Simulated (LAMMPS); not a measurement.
Simulation of a free-standing liquid film of CdSe, 2592 atoms, at 2030 K.

Method: classical MD, pair style sw, file CdTeZnSeHgS0.sw (LAMMPS).

```
Item                                                                    Value
--------------------------------------  -------------------------------------
surface tension                                               0.12 ± 0.01 N/m
excess potential energy of the surface                              0.42 J/m²
number density in the middle                                       0.0294 Å⁻³
cost                                    about 5 core-minutes (a rough figure)
```

Potential: file CdTeZnSeHgS0.sw of the LAMMPS distribution; its header cites Zhou, Ward, Martin, van Swol, Cruz-Campa, and D. Zubia, Phys. Rev. B, 88, 085309 (2013).

Caution: this liquid lies under the melting point of about 2140 K that CdTeZnSeHgS0.sw gives, so it is undercooled.

Errors shown are sampling errors alone.

| z (Å) | number density (Å⁻³), Se | number density (Å⁻³), Cd |
|---|---|---|
| -58.47 | 0.0000 | 0.0001 |
| -56.46 | 0.0000 | 0.0001 |
| -54.45 | 0.0000 | 0.0001 |
| -52.45 | 0.0000 | 0.0001 |
| -50.44 | 0.0000 | 0.0001 |
| -48.43 | 0.0000 | 0.0001 |
| -46.42 | 0.0000 | 0.0001 |
| -44.41 | 0.0000 | 0.0001 |
| -42.41 | 0.0000 | 0.0001 |
| -40.40 | 0.0000 | 0.0001 |
| -38.39 | 0.0000 | 0.0002 |
| -36.39 | 0.0001 | 0.0002 |
| -34.38 | 0.0003 | 0.0007 |
| -32.37 | 0.0012 | 0.0022 |
| -30.36 | 0.0040 | 0.0055 |
| -28.36 | 0.0082 | 0.0098 |
| -26.35 | 0.0122 | 0.0130 |
| -24.34 | 0.0141 | 0.0142 |
| -22.33 | 0.0147 | 0.0143 |
| -20.32 | 0.0149 | 0.0145 |
| -18.32 | 0.0148 | 0.0144 |
| -16.31 | 0.0153 | 0.0147 |
| -14.30 | 0.0152 | 0.0142 |
| -12.29 | 0.0150 | 0.0146 |
| -10.29 | 0.0152 | 0.0145 |
| -8.280 | 0.0150 | 0.0145 |
| -6.275 | 0.0153 | 0.0142 |
| -4.265 | 0.0147 | 0.0145 |
| -2.260 | 0.0149 | 0.0144 |
| -0.2500 | 0.0150 | 0.0147 |
| 1.755 | 0.0152 | 0.0143 |
| 3.765 | 0.0148 | 0.0146 |
| 5.770 | 0.0148 | 0.0145 |
| 7.780 | 0.0148 | 0.0145 |
| 9.785 | 0.0146 | 0.0144 |
| 11.79 | 0.0150 | 0.0147 |
| 13.80 | 0.0148 | 0.0148 |
| 15.81 | 0.0148 | 0.0147 |
| 17.81 | 0.0150 | 0.0145 |
| 19.82 | 0.0148 | 0.0146 |
| 21.83 | 0.0151 | 0.0143 |
| 23.84 | 0.0141 | 0.0143 |
| 25.84 | 0.0126 | 0.0127 |
| 27.86 | 0.0087 | 0.0095 |
| 29.86 | 0.0042 | 0.0055 |
| 31.87 | 0.0013 | 0.0020 |
| 33.88 | 0.0003 | 0.0005 |
| 35.88 | 0.0000 | 0.0001 |
| 37.89 | 0.0000 | 0.0001 |
| 39.90 | 0.0000 | 0.0001 |
| 41.91 | 0.0000 | 0.0001 |
| 43.91 | 0.0000 | 0.0001 |
| 45.92 | 0.0000 | 0.0001 |
| 47.93 | 0.0000 | 0.0001 |
| 49.94 | 0.0000 | 0.0001 |
| 51.94 | 0.0000 | 0.0001 |
| 53.95 | 0.0000 | 0.0001 |
| 55.96 | 0.0000 | 0.0001 |
| 57.97 | 0.0000 | 0.0001 |
